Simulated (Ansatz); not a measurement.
The reference is GaSb in the zinc blende structure (space group F-43m, No. 216; a = 6.2141 Å).

(Cell as relaxed with PBE.)

Levels (all Ansatz, a first-principles code, PAW, earlier PAW set): PBE (420 eV, no SOC); r2SCAN (500 eV, no spin-orbit coupling).

Each level relaxes its own structure.

| base | PBE | r2SCAN |
|---|---|---|
| volume per atom | 29.99 Å³ | 28.84 Å³ |
| lattice parameter a | 11.743 bohr | 11.591 bohr |
| band gap | zero | 0.41 eV |

Modification: an isotropic linear strain of +0.79 %, atoms relaxed at fixed cell.

```tsv
quantity	PBE	r2SCAN
energy relative to the base (free energy F)	+2.3 meV/atom	+2.6 meV/atom
pressure	-1.0 GPa	-1.2 GPa
band gap	zero	0.24 eV
```

PBE's energy relative to the base lies 0.3 meV/atom below r2SCAN's; PBE's pressure lies 0.2 GPa above r2SCAN's; they disagree on the band gap. Neither level is exact; r2SCAN is the comparison here, not a measurement.

Spin-orbit coupling, missing from the scalar runs, can matter with Sb. Whether these cells are dynamically stable was not tested. The final runs are not spin-polarised. The zero or small gap of GaSb and GaSb under isotropic strain +0.79 % can change with the level of theory.
